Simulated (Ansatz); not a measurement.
A self-consistent single point of CuI (F-43m, 2 atoms in the cell) with Ansatz (a program for electronic structure).

Method of the run: PBE (plane waves, PAW; Ansatz).

```
CuI
1.0
    0.00000     3.02500     3.02500
    3.02500     0.00000     3.02500
    3.02500     3.02500     0.00000
Cu I
1 1
Direct
  0.00000   0.00000   0.00000
  0.25000   0.25000   0.25000
```

Reference input (self-consistent single point, DFT, PBE, plane waves, default PAW files): basis.ecutwfc = 30.9 Ry; kpoints.mp_grid.grid = 5 5 5; hamiltonian.xc = pbe; hamiltonian.pseudopotentials = {kind: paw} (the program's default PAW files); scf.occupations.method = fermi_dirac; scf.occupations.width = 0.0007 Ry. This run's input differs from it in these lines:

Ansatz 0.2 input:
```diff
@@ -11,3 +11,3 @@
 kpoints:
-  mp_grid: { grid: [5, 5, 5] }
+  mp_grid: { grid: [8, 8, 8] }
 hamiltonian:
```

Output (repeated stretches shortened):

```
SCF iter   1: F=—  HF=-14138.364967 eV  |F-HF|=—  |Δ(HF+E_count)|=         —  Δρ=1.21e-3  dr2=6.50e-4  ethr=1.77e-3  ⟨swp⟩=6.4  Hψ=3180  notcnv=0
all-band conjugate gradients solve this SCF's bands
preconditioner: auto → none
SCF iter   2: F=—  HF=-14138.365171 eV  |F-HF|=—  |Δ(HF+E_count)|=   2.05e-4  Δρ=2.09e-3  dr2=1.50e-3  ethr=1.81e-6  ⟨swp⟩=3.0  Hψ=1811  notcnv=0
SCF iter   3: F=—  HF=-14138.364849 eV  |F-HF|=—  |Δ(HF+E_count)|=   3.23e-4  Δρ=2.13e-4  dr2=2.09e-5  ethr=1.81e-6  ⟨swp⟩=2.0  Hψ=1239  notcnv=0
SCF iter   4: F=—  HF=-14138.364882 eV  |F-HF|=—  |Δ(HF+E_count)|=   3.31e-5  Δρ=6.14e-5  dr2=1.37e-6  ethr=5.81e-8  ⟨swp⟩=2.0  Hψ=992  notcnv=0
SCF iter   5: F=—  HF=-14138.364888 eV  |F-HF|=—  |Δ(HF+E_count)|=   5.52e-6  Δρ=2.41e-5  dr2=3.02e-7  ethr=3.80e-9  ⟨swp⟩=2.0  Hψ=1044  notcnv=0
SCF iter   6: F=-14138.364888 eV  HF=-14138.364888 eV  |F-HF|=6.24e-9  |Δ(HF+E_count)|=   7.44e-7  Δρ=6.49e-6  dr2=1.43e-8  ethr=2.78e-10  ⟨swp⟩=7.0  Hψ=3045  notcnv=0
SCF 1 converged in 6 iterations: F = -14138.364888 eV  dr2 = 1.43e-8
Free energy (F): -14138.364888 eV
Internal energy: -14138.364888 eV  (E = F + TS)
E sigma→0 (E₀):  -14138.364888 eV
Fermi energy:    8.823877 eV
--- Forces (eV/Å), atoms counted from 1 ---
  atom   1  Cu     0.00000000     0.00000000    -0.00000000
  atom   2  I     -0.00000000     0.00000000    -0.00000000
--- Stress (GPa, compression-positive) ---
        0.580614      -0.000000      -0.000000
       -0.000000       0.580614       0.000000
       -0.000000       0.000000       0.580614
  P = ⅓ Tr σ = 0.5806 GPa (5.806 kbar)
  The stress holds the Pulay correction. Without it, at fixed plane waves, as pw.x and ABINIT print it: P = 0.5350 GPa
```

The run converged in 6 iterations. Against the reference run the free energy drops by 4.3 meV/atom, the pressure hardly changes (0.65 to 0.58 GPa) and the gap on the mesh hardly changes (1.137 to 1.138 eV).

The starting cell has typed, rounded lattice constants, without a prior relaxation at this level. Spin-orbit coupling is off. Ansatz's pressure includes its estimate of the finite-basis (Pulay) stress.
